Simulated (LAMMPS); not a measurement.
System: Co (hcp), 900 atoms, at 1860 K and 0 GPa, heated as the crystal.

All values are model results, not measurements: classical MD, pair style meam, file MoCoNiVFeAlCr_2nn.meam; code LAMMPS.

Starting crystal:

```
Co
1.0
    2.51000     0.00000     0.00000
    0.00000     4.34745     0.00000
    0.00000     0.00000     4.07000
Co
4
Direct
  0.50000   0.16667   0.75000
  0.00000   0.33333   0.25000
  0.00000   0.66667   0.75000
  0.50000   0.83333   0.25000
```

**Question.** Give the state found, the enthalpy per atom, the first peak of g(r) as this potential yields it.

**Answer.** state found: crystal; no diffusion seen in 30 ps; enthalpy per atom: -3.877 ± 0.001 eV/atom; first peak of g(r): 2.48 Å, height 3.1.

Caution: enthalpy drifts during the constant-pressure average: a transition or slow ageing; fluctuation values are void. Caution: in nature this polymorph isn't the stable one over the whole range of temperature at this pressure, and short runs keep a crystal in its starting form. Caution: this crystal lies over the melting point of about 1620 K that MEAM MoCoNiVFeAlCr_2nn.meam gives, so it is superheated.
